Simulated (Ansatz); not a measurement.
# ZnSnO3 with two functionals, uniaxial stress, 3 GPa tension along z

The parent structure is ZnSnO3 (space group R3c, No. 161).

```
ZnSnO3
1.0
    2.67093     1.54206     4.73645
   -2.67093     1.54206     4.73645
    0.00000    -3.08413     4.73645
Zn Sn O
2 2 6
Cartesian
  0.00000   0.00000   4.17395
  0.00000   0.00000  11.27863
  0.00000   0.00000   0.17331
  0.00000   0.00000   7.27798
  1.62051   0.05162   5.89379
 -0.85495   1.37759   5.89379
 -0.76555  -1.42921   5.89379
  0.76555   1.65492   8.26201
 -1.81598  -0.16447   8.26201
  1.05043  -1.49045   8.26201
```

Cartesian axes are those of the cell as printed.

(Cell as relaxed with PBE.)

Levels (all Ansatz, a quantum-chemistry and plane-wave program, PAW): PBE (420 eV, no spin-orbit coupling); PBEsol (420 eV, no spin-orbit coupling).

Each level relaxes its own structure.

```json
[
 {"base": "volume per atom", "PBE": "11.70 Å³", "PBEsol": "11.27 Å³"},
 {"base": "lattice parameter a", "PBE": "5.342 Å", "PBEsol": "5.278 Å"},
 {"base": "band gap", "PBE": "1.10 eV", "PBEsol": "1.25 eV"}
]
```

It is then changed as follows: uniaxial stress, 3 GPa tension along z; all other stress components relax to zero.

| quantity | PBE | PBEsol |
|---|---|---|
| gap character | direct at Γ | ? |
| band gap | 1.02 eV | ? |
| valence-band top at Γ (three highest levels, from the VBM) | 0.00, 0.00, -0.52 eV | ? |
| volume per atom | 11.80 Å³ | ? |

Question: Given the PBE results, estimate those of PBEsol.

Answer: 
- gap character, PBEsol: direct at Γ
- band gap, PBEsol: 1.18 eV
- valence-band top at Γ (three highest levels, from the VBM), PBEsol: 0.00, 0.00, -0.62 eV
- volume per atom, PBEsol: 11.35 Å³

PBE's band gap lies 0.16 eV below PBEsol's; PBE's volume per atom lies 0.45 Å³ above PBEsol's (4.0 %); the two agree on the gap character. Neither level is exact; PBEsol is the comparison here, not a measurement.

Load acts through the strain it causes; cell and atoms are relaxed under it. Beyond what the load breaks, stability against distortions was not tested.
